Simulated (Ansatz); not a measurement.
Consider ZrO2 (space group P4_2/nmc, No. 137; a = 3.5845 Å, c = 5.1787 Å).

One thing is altered: a negative pressure, −1 GPa.

Levels (all Ansatz, a program for electronic structure, PAW, earlier PAW set): PBEsol (420 eV, no spin-orbit coupling); r2SCAN (500 eV, without spin-orbit coupling); HSE06 (420 eV, no SOC); PBEsol+SOC (420 eV, noncollinear with spin-orbit coupling).

One geometry, relaxed with PBEsol, under each level:

```csv
level,band gap,lowest conduction level above the VBM at special points,electron mass,pressure
PBEsol,4.00 eV,Γ 4.00 eV; X 4.42 eV; R 4.53 eV; Z 4.57 eV,"2.1 mₑ along c, 0.58 mₑ across (at Γ)",-10.0 kbar
r2SCAN,4.61 eV,Γ 4.61 eV; X 4.99 eV; R 5.11 eV; Z 5.17 eV,–,24.4 kbar
HSE06,?,?,–,–
PBEsol+SOC,4.00 eV,Γ 4.00 eV; X 4.42 eV; R 4.53 eV; Z 4.57 eV,"2.1 mₑ along c, 0.58 mₑ across (at Γ)",-10.1 kbar
```

Problem. Give the withheld HSE06 results.

Solution. 
- HSE06, band gap: 5.73 eV
- HSE06, lowest conduction level above the VBM at special points: Γ 5.73 eV; X 6.14 eV; R 6.28 eV

Single points use the geometry relaxed with PBEsol. Their cutoffs differ, which shifts pressures a little. The hybrid gap comes from the SCF mesh plus the semilocal run's edge points and a few special points and is an upper bound. The spin-orbit shifts are approximate. Load acts through the strain it causes; cell and atoms are relaxed under it. Effective masses come from finite differences of ±0.01 Å⁻¹. Whether these cells are dynamically stable was not tested. This is not the structure that ZrO2 has at room temperature and ambient pressure.
